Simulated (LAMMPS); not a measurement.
MD of Ni (fcc) at zero pressure, 4000 atoms, as a liquid; each row is its own run.

Level of theory: classical MD, pair style eam/alloy, file NiAlH_jea.eam.alloy, run in LAMMPS.

```
T (K)  D(Ni) (cm²/s)
-----  -------------
1560         3.87e-5
1900         6.47e-5
2160         8.57e-5
2420        0.000105
```

Fit an Arrhenius law, ln y = a + b / x, to these rows (x is the first column, y the second) and predict the run at x = 1730.

Least squares gives a = -7.3350 and b = -4400. The slope times kB gives an activation energy of 0.38 eV. At x = 1730 the fit predicts 5.13e-5 cm²/s. The run itself gave (4.86 ± 0.07) × 10^-5 cm²/s, so the fit is 5.6 % high.

Errors of D are the spread over four groups of atoms in one short run; a floor of about 5 %, a picked value, is safer.
